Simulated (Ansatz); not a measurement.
Reference: SrTiO₃ (Pm-3m), PBEsol, rigid bands (plane waves, PAW, scalar-relativistic; Ansatz, a first-principles code); axes and stresses refer to this cell.

```yaml
crystal:
  lattice:
    - [3.89113, 0.00000, 0.00000]
    - [0.00000, 3.89113, 0.00000]
    - [0.00000, 0.00000, 3.89113]
  atoms:
    - { symbol: Sr, position: [0.00000, 0.00000, 0.00000] }
    - { symbol: Ti, position: [0.50000, 0.50000, 0.50000] }
    - { symbol: O, position: [0.50000, 0.00000, 0.50000] }
    - { symbol: O, position: [0.00000, 0.50000, 0.50000] }
    - { symbol: O, position: [0.50000, 0.50000, 0.00000] }
```

The hole conductivity mass is 1.81 mₑ. The Seebeck coefficient, p-type 1e19 cm⁻³ is 513 μV/K and the electron conductivity mass comes out as 0.62 mₑ.

Question: Change: biaxial strain xx = yy = +1.5 %, z clamped. What happens to hole conductivity mass, Seebeck coefficient, p-type 1e19 cm⁻³, electron conductivity mass?

Answer: hole conductivity mass moves little, to 1.81 mₑ; Seebeck coefficient, p-type 1e19 cm⁻³ moves little, to 507 μV/K; electron conductivity mass moves little, to 0.64 mₑ.

Question: Change: biaxial strain xx = yy = +3 %, z clamped. What happens to hole conductivity mass, Seebeck coefficient, p-type 1e19 cm⁻³, electron conductivity mass?

Answer: hole conductivity mass decreases to 1.75 mₑ; Seebeck coefficient, p-type 1e19 cm⁻³ decreases to 496 μV/K; electron conductivity mass grows to 0.65 mₑ.

Masses are for dilute carriers at 300 K, harmonic means over directions unless an axis is named. Seebeck coefficients are for the stated density at 300 K, with one relaxation time for all states and whether or not that doping can be reached. Spin-orbit coupling is left out unless a row names it. The structure type is held under load, also where the real crystal would transform.
